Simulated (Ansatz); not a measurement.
Here is the system:

```yaml
crystal:
  lattice:
    - [3.22996, 0.00000, 0.06460]
    - [-1.61498, 2.79723, -0.03230]
    - [0.10429, 0.00000, 5.21438]
  atoms:
    - { symbol: Zn, position: [0.32938, 0.66632, 0.00162] }
    - { symbol: Zn, position: [0.66307, 0.33368, 0.50162] }
    - { symbol: O, position: [0.33733, 0.66712, 0.38038] }
    - { symbol: O, position: [0.67021, 0.33288, 0.88038] }
```

No spin polarisation.

Level of theory: PBEsol/PAW in Ansatz (a first-principles code), no SOC. Γ-centred 12×12×7 mesh, Fermi–Dirac width 0.05 eV.

Predict the band gap, gap character, stress and valence-band top at Γ.


* **Band gap**: 0.68 eV
* **Gap character**: direct at Γ
* **Stress (xx, yy, zz, yz, xz, xy; compression positive)**: (-0.13, -0.02, 0.00, 0.00, -1.45, 0.00) GPa
* **Valence-band top at Γ (three highest levels, from the VBM)**: 0.00, -0.02, -0.14 eV

The cells carry an imposed strain or load. Stability against distortions was not tested. The cell was made from ZnO in the wurtzite structure (space group P6_3mc, No. 186) by this change: tensor shear ε_xz = +2.00 %.
